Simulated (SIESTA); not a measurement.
Worked example: self-consistent single point of TaF3 (Pm-3m, 4 atoms in the cell) in SIESTA.

Level of theory: GGA PBEsol with spin-orbit coupling, numerical atomic orbitals DZP, PseudoDojo PBEsol fully relativistic norm-conserving potentials (rewritten from UPF to PSML) (SIESTA).

```yaml
crystal:
  lattice:
    - [4.16665, 0.00000, 0.00000]
    - [0.00000, 4.16665, 0.00000]
    - [0.00000, 0.00000, 4.16665]
  atoms:
    - { symbol: Ta, position: [0.00000, 0.00000, 0.00000], spin: 1.0 }
    - { symbol: F, position: [0.00000, 0.50000, 0.00000] }
    - { symbol: F, position: [0.50000, 0.00000, 0.00000] }
    - { symbol: F, position: [0.00000, 0.00000, 0.50000] }
```
(The spins are starting values, not results.)

Reference input (self-consistent single point, DFT, GGA PBEsol, numerical atomic orbitals DZP, PseudoDojo PBEsol standard norm-conserving potentials (rewritten from UPF to PSML)): XC.functional = GGA; XC.authors = PBEsol; potentials = PseudoDojo PBEsol standard; PAO.BasisSize = DZP; PAO.EnergyShift = 0.01 Ry; MeshCutoff = 350 Ry; kgrid.MonkhorstPack = 9 9 9; OccupationFunction = MP; OccupationMPOrder = 0; ElectronicTemperature = 0.272 eV; Spin = polarized; DM.InitSpin = [1 +1.00, 2 +0.00, 3 +0.00, 4 +0.00]. This run's input differs from it in these lines:

```diff
@@ -1,2 +1,2 @@
-# files in the folder: Ta.psml F.psml (PseudoDojo PBEsol standard)
+# files in the folder: Ta.psml F.psml (PseudoDojo PBEsol fully relativistic)
 SystemName  TaF3
@@ -37,8 +37,8 @@
 ElectronicTemperature        0.272 eV
-Spin                         polarized
+Spin                         spin-orbit
 %block DM.InitSpin
-  1 +1.00
-  2 +0.00
-  3 +0.00
-  4 +0.00
+  1 1.00 0.00 0.00
+  2 0.00 0.00 0.00
+  3 0.00 0.00 0.00
+  4 0.00 0.00 0.00
 %endblock DM.InitSpin
```

The program printed (abridged):

```
        iscf     Eharris(eV)        E_KS(eV)     FreeEng(eV)     dDmax    Ef(eV) dHmax(eV)
   scf:    1    -3778.177480    -3774.874210    -3775.008673  0.670535  0.182290  9.653001
     spin moment: {S} , |S| = {   -0.00000   -0.00000    0.94067 }     0.94067
   scf:    2    -3777.218755    -3776.099387    -3776.230442  0.131139 -0.191027  7.439248
     spin moment: {S} , |S| = {   -0.00000   -0.00000    0.95780 }     0.95780
   scf:    3    -3778.120764    -3777.466494    -3777.581675  0.185223 -1.335837  1.728986
     spin moment: {S} , |S| = {   -0.00000    0.00000    0.95390 }     0.95390
   [... lines left out ...]
     spin moment: {S} , |S| = {    0.00000    0.00000   -0.00139 }     0.00139
   scf:   18    -3777.499949    -3777.499940    -3777.621645  0.000436 -1.803807  0.004157
     spin moment: {S} , |S| = {    0.00000    0.00000    0.00275 }     0.00275
   scf:   19    -3777.499933    -3777.499930    -3777.621646  0.000256 -1.804917  0.000733
     spin moment: {S} , |S| = {    0.00000    0.00000    0.00028 }     0.00028
   scf:   20    -3777.499926    -3777.499933    -3777.621646  0.000059 -1.804543  0.000987
     spin moment: {S} , |S| = {    0.00000    0.00000    0.00004 }     0.00004
SCF Convergence by DM+H criterion
max |DM_out - DM_in|         :     0.0000589969
max |H_out - H_in|      (eV) :     0.0009872870
SCF cycle converged after 20 iterations

Using DM_out to compute the final energy and forces

siesta: E_KS(eV) =            -3777.4999

siesta: E_KS - E_eggbox =     -3777.4999

siesta: Atomic forces (eV/Ang):
     1   -0.000000   -0.000000   -0.000000
     2   -0.000000    0.000000   -0.000000
     3    0.000000   -0.000000   -0.000000
     4    0.000000    0.000000    0.000000
   Tot    0.000000    0.000000    0.000000
   Max    0.000000
   Res    0.000000    sqrt( Sum f_i^2 / 3N )
   Max    0.000000    constrained

Stress tensor Voigt[x,y,z,yz,xz,xy] (kbar):       86.14       86.14       86.14       -0.00        0.00        0.00
(Free)E + p*V (eV/cell)    -3781.5106
   [... lines left out ...]
siesta: FreeEng =     -3777.621646
siesta: Cell volume =         72.337095 Ang**3
siesta:         -86.13604303        -86.13604654  kBar
   [... lines left out ...]
     1     0.832883   12.167117    0.000059    0.000000    0.000000    0.000059  Ta
     2    -0.277628    7.277628    0.000000    0.000000    0.000000    0.000000  F
     3    -0.277628    7.277628    0.000000    0.000000    0.000000    0.000000  F
     4    -0.277626    7.277626    0.000022   -0.000000    0.000000   -0.000022  F
 Total    -0.000000                0.000038    0.000000    0.000000    0.000038
```

The run converged in 20 iterations. Against the reference run the pressure goes from -8.86 to -8.61 GPa.

The starting cell comes from a database of computed structures (which also holds hypothetical and non-ambient phases and stackings), without a prior relaxation at this level. The starting moments vanished: the run ended non-magnetic. Values carry the incompleteness of an atom-centred basis. With a pressure of about -9 GPa the cell is away from its equilibrium volume at this level.

Cost on one core of a shared machine: roughly 3 min.
